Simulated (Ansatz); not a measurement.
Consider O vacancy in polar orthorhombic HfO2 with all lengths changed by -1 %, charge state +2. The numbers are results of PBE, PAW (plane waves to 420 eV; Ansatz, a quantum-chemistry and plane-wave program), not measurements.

Cell of 96 host sites held at the strained lattice (strain from the relaxed PBE one, atoms relaxed); the Γ point alone; Fermi-Dirac width 0.01 eV, spin-restricted; finite-size errors left in. Static, classical nuclei. Spin-orbit coupling is left out. The host's phase is taken as given; its stability against other phases was not computed. The charge state is imposed; whether it is stable for some Fermi level was not computed. Forms of the defect that were not tried may lie lower.

Barriers: single points on a 2×2×2 k-point mesh shifted by half a step at the bands' geometries.

Relaxed starting cell (atoms counted from 1):

```xyz
95
Lattice="10.4819 0.0000 0.0000 0.0000 10.0368 0.0000 0.0000 0.0000 10.1004" Properties=species:S:1:pos:R:3 pbc="T T T"
Hf     2.6006     3.6138     1.3919
Hf     2.7664     3.6677     6.3555
Hf     2.7961     8.6979     1.3015
Hf     2.7700     8.6824     6.3676
Hf     8.0129     3.6802     1.2830
Hf     8.0403     3.6753     6.3288
Hf     8.0791     8.7276     1.2856
Hf     8.0283     8.6864     6.3528
Hf     5.0668     3.6794     3.8164
Hf     5.1329     3.5881     8.7010
Hf     5.0584     8.7389     3.8745
Hf     5.0675     8.7027     8.8600
Hf    10.2792     3.6725     3.8400
Hf    10.2867     3.6762     8.8701
Hf    10.3071     8.6864     3.8396
Hf    10.3149     8.6642     8.8541
Hf     2.4317     1.3069     3.8621
Hf     2.4347     1.3431     8.9128
Hf     2.4614     6.3701     3.8147
Hf     2.4653     6.3453     8.8555
Hf     7.6835     1.3478     3.8068
Hf     7.6935     1.3185     8.8752
Hf     7.7072     6.3526     3.8518
Hf     7.6691     6.3556     8.8634
Hf     0.1217     1.3117     1.3195
Hf     0.1660     1.3329     6.3688
Hf     0.1869     6.3660     1.2934
Hf     0.1726     6.3563     6.3463
Hf     5.3957     1.3649     1.3076
Hf     5.4215     1.3218     6.3033
Hf     5.5024     6.5554     1.3982
Hf     5.3957     6.3601     6.3371
O      4.5322     4.6516     5.6311
O      4.5332     9.7096     0.5767
O      4.5282     9.6674     5.6766
O      9.7421     4.6892     0.5911
O      9.7762     4.6641     5.6402
O      9.8215     9.6482     0.5922
O      9.7968     9.6574     5.6857
O      3.4233     4.7514     2.9262
O      3.3679     4.6526     8.1915
O      3.2904     9.6734     3.1444
O      3.2877     9.6602     8.2274
O      8.5471     4.6668     3.1084
O      8.5284     4.6463     8.1802
O      8.5487     9.6727     3.1286
O      8.5522     9.6555     8.1996
O      0.6654     0.3519     3.1499
O      0.7044     0.3641     8.2195
O      0.7469     5.3183     3.0731
O      0.7119     5.3602     8.1648
O      5.9022     0.3934     3.1326
O      5.9334     0.3534     8.1619
O      5.9446     5.3991     3.1150
O      5.9139     5.3639     8.1613
O      1.9740     0.4220     0.6684
O      1.9293     0.3586     5.6824
O      2.0045     5.3464     0.5676
O      1.9281     5.3556     5.6123
O      7.1771     0.3972     0.6369
O      7.1652     0.3452     5.6306
O      6.9195     5.2937     0.5564
O      7.1603     5.3746     5.6504
O      1.3322     2.6773     2.6182
O      1.4003     2.7126     7.6522
O      1.4051     7.7193     2.5628
O      1.3769     7.7209     7.6102
O      6.6005     2.7397     2.5399
O      6.6343     2.6848     7.5664
O      6.6481     7.7733     2.5695
O      6.6245     7.7158     7.6196
O      1.1487     2.6920     0.0737
O      1.2102     2.7149     5.1170
O      1.2670     7.7329     0.0360
O      1.2302     7.7191     5.0844
O      6.4166     2.7236     0.0028
O      6.4722     2.7184     5.0638
O      6.5205     7.7944     0.0526
O      6.4631     7.7308     5.0897
O      3.8596     2.6370     0.0608
O      3.8388     2.3178     5.0812
O      3.9268     7.2199     0.0789
O      3.8369     7.3171     5.1041
O      9.0515     2.3048     0.0458
O      9.0830     2.2884     5.0891
O      9.0908     7.2910     0.0402
O      9.0885     7.3188     5.0973
O      3.9588     2.3047     2.5617
O      4.0100     2.2394     7.6011
O      4.0264     7.3882     2.5988
O      4.0059     7.3279     7.6235
O      9.2191     2.3110     2.5596
O      9.2460     2.2975     7.6184
O      9.2713     7.3111     2.5622
O      9.2418     7.2948     7.6132
```
Cell charge +2.

End state 1 differs by these moves (Å; atoms that move under 0.08 Å are left out):

```
atom  element     Δx     Δy     Δz
----  -------  -----  -----  -----
1          Hf   0.18   0.07  -0.10
2          Hf  -0.05  -0.08  -0.18
10         Hf   0.12   0.03   0.27
16         Hf  -0.06   0.07   0.01
17         Hf   0.00   0.02  -0.08
20         Hf  -0.12   0.21   0.12
30         Hf  -0.01   0.02   0.09
31         Hf  -0.11  -0.18  -0.11
40          O  -0.10  -0.10   0.18
41          O   1.06   0.10   2.31
43          O   0.03   0.05  -0.07
50          O  -0.06   0.06   0.06
51          O   0.22  -0.06  -0.03
53          O  -0.06   0.07   0.08
58          O  -0.10   0.06   0.03
62          O   0.18   0.03  -0.01
64          O   0.05   0.04  -0.08
67          O  -0.05   0.08   0.02
69          O   0.07   0.01   0.09
72          O   0.10   0.05  -0.06
76          O   0.10  -0.04   0.09
78          O  -0.07  -0.07  -0.01
80          O   0.03  -0.33  -0.02
82          O  -0.10   0.17   0.00
89          O  -0.02   0.40   0.04
91          O  -0.08  -0.11   0.03
```

Problem. Predict the forward and backward barriers to end state 1 from PBE, PAW.

Solution. forward 0.50 eV, backward 0.50 eV; at the saddle point atom 41 has neighbours 2 Hf at 2.02; O at 2.54, O at 2.58 Å. The saddle point's order was not checked.

End state 2 differs by these moves (Å; atoms that move under 0.08 Å are left out):

| atom | element | Δx | Δy | Δz |
|---|---|---|---|---|
| 1 | Hf | 0.21 | 0.05 | -0.10 |
| 5 | Hf | 0.11 | -0.21 | 0.11 |
| 7 | Hf | -0.06 | -0.07 | 0.02 |
| 10 | Hf | -0.04 | 0.09 | 0.15 |
| 21 | Hf | 0.00 | -0.06 | 0.07 |
| 24 | Hf | 0.09 | 0.08 | -0.16 |
| 25 | Hf | 0.10 | -0.01 | -0.04 |
| 31 | Hf | -0.28 | -0.14 | -0.01 |
| 34 | O | 0.07 | -0.11 | 0.09 |
| 36 | O | -0.20 | 0.04 | -0.04 |
| 40 | O | -0.05 | -0.04 | 0.15 |
| 54 | O | 0.10 | -0.12 | -0.19 |
| 55 | O | 0.08 | 0.01 | 0.03 |
| 56 | O | -0.01 | -0.04 | -0.08 |
| 58 | O | -0.12 | -0.01 | 0.02 |
| 60 | O | -0.02 | -0.08 | -0.06 |
| 62 | O | -2.29 | -0.61 | 0.01 |
| 64 | O | 0.08 | 0.04 | -0.06 |
| 68 | O | 0.05 | -0.10 | 0.06 |
| 70 | O | -0.06 | -0.05 | -0.01 |
| 72 | O | 0.08 | 0.04 | -0.03 |
| 76 | O | 0.13 | 0.08 | 0.07 |
| 78 | O | -0.04 | -0.41 | 0.01 |
| 80 | O | 0.03 | -0.34 | -0.03 |
| 82 | O | -0.15 | 0.11 | -0.01 |
| 84 | O | 0.09 | -0.07 | 0.01 |
| 90 | O | -0.07 | -0.04 | 0.02 |

Problem. Predict the forward and backward barriers to end state 2 from PBE, PAW.

Solution. forward 0.62 eV, backward 0.62 eV; at the saddle point atom 62 has neighbours Hf at 1.96, Hf at 2.10; O at 2.43 Å. The saddle point's order was not checked.

End state 3 differs by these moves (Å; atoms that move under 0.08 Å are left out):

```json
[
 {"atom": "1", "element": "Hf", "Δx": "0.03", "Δy": "0.25", "Δz": "0.11"},
 {"atom": "7", "element": "Hf", "Δx": "-0.03", "Δy": "-0.07", "Δz": "0.03"},
 {"atom": "10", "element": "Hf", "Δx": "-0.01", "Δy": "0.19", "Δz": "0.15"},
 {"atom": "11", "element": "Hf", "Δx": "0.00", "Δy": "-0.10", "Δz": "-0.04"},
 {"atom": "18", "element": "Hf", "Δx": "-0.10", "Δy": "-0.09", "Δz": "-0.08"},
 {"atom": "21", "element": "Hf", "Δx": "0.05", "Δy": "-0.02", "Δz": "0.08"},
 {"atom": "29", "element": "Hf", "Δx": "0.11", "Δy": "-0.15", "Δz": "0.13"},
 {"atom": "30", "element": "Hf", "Δx": "-0.02", "Δy": "0.00", "Δz": "0.10"},
 {"atom": "31", "element": "Hf", "Δx": "-0.10", "Δy": "-0.25", "Δz": "-0.11"},
 {"atom": "33", "element": "O", "Δx": "0.05", "Δy": "-0.04", "Δz": "0.06"},
 {"atom": "34", "element": "O", "Δx": "-0.03", "Δy": "0.06", "Δz": "-0.05"},
 {"atom": "36", "element": "O", "Δx": "0.06", "Δy": "-0.05", "Δz": "0.04"},
 {"atom": "40", "element": "O", "Δx": "-0.11", "Δy": "-0.10", "Δz": "0.33"},
 {"atom": "52", "element": "O", "Δx": "0.06", "Δy": "-0.07", "Δz": "0.07"},
 {"atom": "58", "element": "O", "Δx": "-0.07", "Δy": "0.13", "Δz": "0.03"},
 {"atom": "60", "element": "O", "Δx": "0.04", "Δy": "-0.07", "Δz": "0.00"},
 {"atom": "61", "element": "O", "Δx": "0.00", "Δy": "0.04", "Δz": "0.08"},
 {"atom": "62", "element": "O", "Δx": "0.18", "Δy": "-0.01", "Δz": "-0.01"},
 {"atom": "68", "element": "O", "Δx": "0.07", "Δy": "-0.06", "Δz": "0.07"},
 {"atom": "69", "element": "O", "Δx": "0.00", "Δy": "0.05", "Δz": "0.08"},
 {"atom": "70", "element": "O", "Δx": "-0.04", "Δy": "-0.09", "Δz": "-0.02"},
 {"atom": "72", "element": "O", "Δx": "0.22", "Δy": "0.06", "Δz": "-0.02"},
 {"atom": "76", "element": "O", "Δx": "-0.12", "Δy": "-0.13", "Δz": "0.06"},
 {"atom": "78", "element": "O", "Δx": "-0.06", "Δy": "-0.09", "Δz": "0.00"},
 {"atom": "80", "element": "O", "Δx": "0.58", "Δy": "1.86", "Δz": "0.54"},
 {"atom": "82", "element": "O", "Δx": "-0.06", "Δy": "0.09", "Δz": "-0.04"},
 {"atom": "88", "element": "O", "Δx": "0.02", "Δy": "0.02", "Δz": "-0.19"},
 {"atom": "89", "element": "O", "Δx": "0.00", "Δy": "0.03", "Δz": "0.26"},
 {"atom": "90", "element": "O", "Δx": "-0.04", "Δy": "-0.10", "Δz": "-0.05"}
]
```

Problem. Estimate the forward and backward barriers to end state 3 that PBE, PAW returns for this input.

Solution. forward 0.62 eV, backward 0.47 eV; at the saddle point atom 80 has neighbours Hf at 1.98, Hf at 2.00; O at 2.50, O at 2.57 Å. The saddle point's order was not checked.
